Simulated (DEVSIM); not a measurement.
Structure: abrupt Ge n-p junction, at 300 K.

Layer 1 from the left is Ge, thickness (μm) 0.520, Nd (cm⁻³) 5e16, τn (s) 7e-6, τp (s) 7e-6. Layer 2 from the left is Ge, thickness (μm) 1.80, Na (cm⁻³) 1.5e14, τn (s) 7e-6, τp (s) 7e-6.

Left contact: ohmic. Right contact: ohmic. Voltage is applied to the left contact. Recombination: SRH at mid-gap. Mobility is μmin + (μ − μmin)/(1 + (N/Nref)^α).

The device is made up for the run: typed textbook-type constants, with dimensions and the other settings drawn at random. Values at 300 K.

Ge: gap (eV) 0.664, affinity (eV) 4, permittivity 16, Nc (cm⁻³) 1.04e19, Nv (cm⁻³) 6e18, μn (cm²/Vs) 3900, μp (cm²/Vs) 1900, μn,min 150, μp,min 100, Nref,n 2.6e17, Nref,p 4e17, αn 0.56, αp 0.6.

Simulated with DEVSIM: 1D drift-diffusion, Boltzmann statistics, complete ionisation; no tunnelling, impact ionisation, image-force lowering or self-heating.

Task: What does the simulation give for the largest field in the device at zero bias, the dark forward voltage at 100 A/cm², the potential step across the device at zero bias?

Result: largest field in the device at zero bias 11000 V/cm; dark forward voltage at 100 A/cm² 0.180 V; potential step across the device at zero bias 0.253 V.
